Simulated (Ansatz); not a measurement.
The starting structures come from a database of crystals and need not be the phases stable at ambient conditions.

Given:

```
CELL_PARAMETERS angstrom
      5.90341     0.02790    -0.03825
     -0.40029     8.21395    -0.04878
      0.40029    -2.87608     3.94265
ATOMIC_POSITIONS crystal
  H  0.50000 0.50000 0.00000
  H  0.00000 0.50000 0.00000
  As 0.75000 0.20938 0.70938
  As 0.25000 0.79062 0.29062
  Pb 0.75000 0.78762 0.78762
  Pb 0.25000 0.21238 0.21238
  O  0.56235 0.36541 0.71043
  O  0.43765 0.63459 0.28957
  O  0.93765 0.36541 0.02040
  O  0.06235 0.63459 0.97960
  O  0.89491 0.07130 0.32246
  O  0.10509 0.92870 0.67754
  O  0.60509 0.07130 0.82014
  O  0.39491 0.92870 0.17986
```

The cell was relaxed by PBE-D3(BJ); by PBEsol it stands under a pressure of -2.1 GPa.

Transport runs along the normal of the first two printed cell vectors.

No gap correction and no spin-orbit coupling; mid-gap is the computed energy nearest the middle.

Problem. Predict the band gap and the smallest decay constant κ at mid-gap from PBEsol (Ansatz, a first-principles code).

Solution. Gap 2.77 eV on a 6×8×8 mesh; κ = 0.367 1/Å, at (0.500, 0.250) of the in-plane reciprocal vectors. At the zone centre the slowest state has κ = 0.41 1/Å.
